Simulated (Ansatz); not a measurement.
Levels about the gap of amorphous titania (Ti16O32) (48 atoms in a cell of 554 Å³, 3.83 g/cm³; zone centre alone, so wide bands show as single levels with stretches between that a denser mesh fills), at the geometry that PBE relaxed, where it gives 2.6 GPa on a denser mesh. The participation number counts the atoms over which a state spreads; weights are charges in smoothed Voronoi cells. The levels come from a single point, so bond lengths are those of that geometry. Method of the levels: r2SCAN, scalar-relativistic without spin-orbit coupling (Ansatz, a quantum-chemistry and plane-wave program). Sampling: the zone centre alone; Fermi-Dirac width 0.02 eV; no spin polarisation. At PBE the levels at the filled edge of the gap are localised (band-tail or defect states).

It comes from a melt-quench run on a machine-learned potential (CHGNet), relaxed afterwards by DFT. O atoms were pushed apart under 1.9 Å during the dynamics, to hinder bonds among them. It is a model cell: composition and starting density were chosen by hand, and all elements were melted together. No dispersion term was used. Its density started from a set value of 3.83 and ended at 3.83 g/cm³. Cooling (nominally 2000 K/ps over its main leg) ran many orders faster than in experiment, which tends to leave more defects and strain. Values belong to this one cell and scatter from quench to quench. The volume was held where the preparation left it, at a PBE pressure of 2.6 GPa. Stress components on the final sampling reach 5.2 GPa. On a 2×2×2 Γ-centred mesh force components of up to 0.17 eV/Å stay, since the relaxation ran on the zone centre alone.

```tsv
E - E(highest filled), eV	filling	participation number	largest on	weight O	weight Ti
-0.55	filled	24.3	O, 2 neighbours	0.92	0.08
-0.47	filled	16.6	O, 2 neighbours	0.92	0.08
-0.42	filled	24.2	O, 3 neighbours	0.91	0.09
-0.34	filled	17.5	O, 2 neighbours	0.93	0.07
-0.24	filled	17.9	O, 3 neighbours	0.92	0.08
-0.20	filled	13.2	O, 2 neighbours	0.93	0.07
0.00	filled	8.5	O, 2 neighbours	0.90	0.10
2.83	empty	6.0	Ti, 7 neighbours	0.20	0.80
2.91	empty	9.1	Ti, 7 neighbours	0.17	0.83
3.00	empty	10.6	Ti, 7 neighbours	0.17	0.83
3.04	empty	13.9	Ti, 6 neighbours	0.17	0.83
3.07	empty	17.1	Ti, 7 neighbours	0.17	0.83
3.10	empty	9.4	Ti, 7 neighbours	0.17	0.83
3.13	empty	17.0	Ti, 6 neighbours	0.18	0.82
```

Most localised among these is the empty level at +2.83 eV, on a Ti atom, which has 7 neighbours (O 1.96 Å, O 1.98 Å, O 1.99 Å, O 2.01 Å, O 2.06 Å, O 2.07 Å, O 2.40 Å).
